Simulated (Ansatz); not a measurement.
Input:

```
YSb
1.0
    0.00000     3.05884     3.05884
    3.05884     0.00000     3.05884
    3.05884     3.05884     0.00000
Y Sb
1 1
Direct
  0.50000   0.50000   0.50000
  0.00000   0.00000   0.00000
```

Level of theory: PBEsol, DFPT electron-phonon coupling, linearised Boltzmann equation (plane waves, PAW, scalar-relativistic; Ansatz, a quantum-chemistry and plane-wave program). How the cell was made: relaxed with this functional, without spin-orbit coupling.

**Question.** Estimate the phonon-limited resistivity at 300 K, by direction if it differs.

**Answer.** 18.4 μΩ·cm.

**Question.** And the electrons' mean free path at that temperature?

**Answer.** 29 nm, weighted by the current that each state carries. Wires not much wider than this gain resistivity from their walls.

A metal at this level (no band gap). Only scattering by harmonic phonons is included (no impurities, grain boundaries, electron-electron scattering or thermal expansion). Spin-orbit coupling is left out. Halving the electron mesh (24x24x24) moves the resistivity by up to 9 % at 300 K, the mean free path by up to 9 %. Smearing 0.20 eV; phonons on a 4x4x4 q mesh, which this run doesn't test.

Formula and space group known from diffraction (Crystallography Open Database), not checked to be the room-temperature form: YSb (Fm-3m).
